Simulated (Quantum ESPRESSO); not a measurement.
**Variants of one calculation on a (100) slab of As (cut from a parent of space group no. 166; 12 atoms in the cell)**

```
CELL_PARAMETERS angstrom
      3.67935     0.00000     0.00000
      0.00000    10.88964     0.00000
      0.00000     0.00000    15.41960
ATOMIC_POSITIONS crystal
  As 0.76191 0.22443 0.46485
  As 0.26190 0.10890 0.39456
  As 0.26190 0.55776 0.39456
  As 0.76191 0.44224 0.32426
  As 0.76191 0.89110 0.32426
  As 0.76191 0.77557 0.46485
  As 0.26190 0.22443 0.67574
  As 0.76191 0.10890 0.60544
  As 0.76191 0.55776 0.60544
  As 0.26190 0.44224 0.53515
  As 0.26190 0.89110 0.53515
  As 0.26190 0.77557 0.67574
```

Base run A: Quantum ESPRESSO with PBEsol, GBRV 1.5 ultrasoft (PBESOL) pseudopotentials, self-consistent single point.

Its settings: ecutwfc = 40 Ry; ecutrho = 200 Ry; occupations = smearing; smearing = gauss; degauss = 0.0073499 Ry; potentials = {As: as_pbesol_v1.uspp.F.UPF}; K_POINTS = automatic 9 3 1 0 0 0; tefield = true; dipfield = true; edir = 3; emaxpos = 0.97; eopreg = 0.05; eamp = 0; conv_thr = 1e-11 Ry; mixing_beta = 0.3.

The starting cell comes from a database of computed structures (which also holds hypothetical and non-ambient phases and stackings), without a prior relaxation at this level. The slab is cut from that crystal, and its faces are unrelaxed. Its lattice was rescaled in the plane by a random factor within 2.5 % of one. Spin polarisation is off, though cut faces can carry moments; the slab shows no gap. In the base run, forces exceed 1 eV/Å.

ΔF is the free energy per atom less that of run A. A dash stands where there is no value to compare (another energy zero or no entropy term, no result, no spin, no clean gap, or a mesh too coarse for one). Absolute energies have different zeros for different potentials, functionals, Hubbard and dispersion terms and are not compared across them.

```json
[
 {"run": "A", "change": "base", "ΔF (meV/atom)": "0.00", "largest force (eV/Å)": "1.028", "k-points": "14", "valence electrons": "60"},
 {"run": "B", "change": "smearing: gauss → mp; degauss: 0.0073499 Ry → 0.0147 Ry", "ΔF (meV/atom)": "1.94", "largest force (eV/Å)": "1.031", "k-points": "14", "valence electrons": "60"},
 {"run": "C", "change": "vdw_corr: default → grimme-d3; dftd3_version: default → 3; dftd3_threebody: default → false [PBEsol-D3(0)]", "ΔF (meV/atom)": "–", "largest force (eV/Å)": "1.037", "k-points": "14", "valence electrons": "60"},
 {"run": "D", "change": "K_POINTS: automatic 9 3 1 0 0 0 → automatic 9 3 1 1 1 0", "ΔF (meV/atom)": "-0.45", "largest force (eV/Å)": "1.055", "k-points": "14", "valence electrons": "60"},
 {"run": "E", "change": "conv_thr: 1e-11 Ry → 7.3e-14 Ry", "ΔF (meV/atom)": "0.00", "largest force (eV/Å)": "1.028", "k-points": "14", "valence electrons": "60"},
 {"run": "F", "change": "ecutwfc: 40 Ry → 46 Ry; ecutrho: 200 Ry → 230 Ry", "ΔF (meV/atom)": "-0.51", "largest force (eV/Å)": "1.030", "k-points": "14", "valence electrons": "60"},
 {"run": "G", "change": "nosym: default → true", "ΔF (meV/atom)": "0.00", "largest force (eV/Å)": "1.028", "k-points": "14", "valence electrons": "60"},
 {"run": "H", "change": "lattice scaled in the plane by 0.97", "ΔF (meV/atom)": "-35.7", "largest force (eV/Å)": "1.368", "k-points": "14", "valence electrons": "60"},
 {"run": "I", "change": "1 x 2 x 1 supercell, mesh divided and rounded up; K_POINTS: automatic 9 3 1 0 0 0 → automatic 9 2 1 0 0 0", "ΔF (meV/atom)": "0.66", "largest force (eV/Å)": "1.028", "k-points": "10", "valence electrons": "120"},
 {"run": "J", "change": "ecutwfc: 40 Ry → 30 Ry; ecutrho: 200 Ry → 180 Ry; pseudopotentials: {As: as_pbesol_v1.uspp.F.UPF} → {As: As.pbe-n-rrkjus_psl.1.0.0.UPF}; input_dft: default → pbesol", "ΔF (meV/atom)": "–", "largest force (eV/Å)": "1.034", "k-points": "14", "valence electrons": "60"},
 {"run": "K", "change": "mixing_beta: 0.3 → 0.5", "ΔF (meV/atom)": "0.00", "largest force (eV/Å)": "1.028", "k-points": "14", "valence electrons": "60"},
 {"run": "L", "change": "diagonalization: default → cg", "ΔF (meV/atom)": "0.00", "largest force (eV/Å)": "1.028", "k-points": "14", "valence electrons": "60"},
 {"run": "M", "change": "mixing_ndim: default → 6", "ΔF (meV/atom)": "0.00", "largest force (eV/Å)": "1.028", "k-points": "14", "valence electrons": "60"}
]
```

Run D against A: The free energy is nearly the same (within 1 meV/atom) and the largest force goes from 1.028 to 1.055 eV/Å.

Run H against A: The free energy drops by 35.7 meV/atom and the largest force goes from 1.028 to 1.368 eV/Å.
